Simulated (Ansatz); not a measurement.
**Cubic perovskite KCdF3**

The numbers are results of LDA (Ansatz, an electronic-structure program, PAW), not measurements.

Settings: plane-wave cutoff 500 eV, 10×10×10 k mesh, Fermi–Dirac smearing 0.05 eV, scalar-relativistic PAW data made under PBE.

Cell: relaxed at this level.

```json
{
 "volume_per_atom": "15.95 Å³/atom",
 "lattice_parameter_a": "4.304 Å",
 "band_gap": "2.82 eV (on the SCF k mesh)"
}
```

Note: the relaxation could not lower the start's symmetry, so the cell can be a saddle point above a distorted one.

Spin–orbit coupling is not included.

It cost about 40 core-seconds (a rough figure) of CPU time.
